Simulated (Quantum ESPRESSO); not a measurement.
Troubleshooting Quantum ESPRESSO: a failed run on AlNi (Pm-3m, 2 atoms in the cell). The aim is a self-consistent single point with DFT, PBE, plane waves, GBRV 1.5 ultrasoft (PBE) pseudopotentials.

The input file:

```fortran
&control
 calculation = 'scf',
 prefix = 'AlNi',
 outdir = './work',
 pseudo_dir = './',
 tprnfor = .true.,
 tstress = .true.,
/
&system
 ibrav = 0,
 nat = 2,
 ntyp = 3,
 ecutwfc = 50,
 ecutrho = 400,
 occupations = 'smearing',
 smearing = 'marzari-vanderbilt',
 degauss = 0.0099958,
 nspin = 2,
 starting_magnetization(2) = 0.111,
/
&electrons
 conv_thr = 1e-10,
 mixing_beta = 0.4,
/
ATOMIC_SPECIES
Al    26.9815  al_pbe_v1.uspp.F.UPF
Ni    58.6934  ni_pbe_v1.4.uspp.F.UPF
CELL_PARAMETERS angstrom
   2.881000000     0.000000000     0.000000000
   0.000000000     2.881000000     0.000000000
   0.000000000     0.000000000     2.881000000
ATOMIC_POSITIONS crystal
Al    0.000000000    0.000000000    0.000000000
Ni    0.500000000    0.500000000    0.500000000
K_POINTS automatic
9 9 9  0 0 0
```

Output, abridged:

```
     This program is part of the open-source Quantum ESPRESSO suite
     for quantum simulation of materials; please cite

 %%%%%%%%%%%%%%%%%%%%%%%%%%%%%%%%%%%%%%%%%%%%%%%%%%%%%%%%%%%%%%%%%%%%%%%%%%%%%%
     Error in routine  card_atomic_species (5010):
     cannot read atomic specie from: CELL_PARAMETERS angstrom
 %%%%%%%%%%%%%%%%%%%%%%%%%%%%%%%%%%%%%%%%%%%%%%%%%%%%%%%%%%%%%%%%%%%%%%%%%%%%%%

     stopping ...
```

**Question.** Read the log: what does the program object to, and what is the fix?

**Answer.** The fault is a species count that does not match the list of species. The number of species decides how many lines of the species card are read. To fix it, make the count match the list. The program stopped before any SCF iteration.

An input that runs soundly differs in these lines (not the only fix; some lines may just follow from the change or write a value another way):
```diff
- ntyp = 3,
+ ntyp = 2,
```

With that input, the run converged in 19 iterations: free energy E − TS -4763.0894 eV; Fermi level (on the code's own zero) 13.81 eV; pressure 2.01 GPa; size of the cell's spin moment 0.00 μB (DFT, PBE, plane waves, GBRV 1.5 ultrasoft (PBE) pseudopotentials).

On the sound input: the starting cell comes from a database of published, mostly measured structures (it also holds non-ambient and calculated ones), without a prior relaxation at this level. The starting moments vanished: the run ended non-magnetic, which need not be the lowest state.
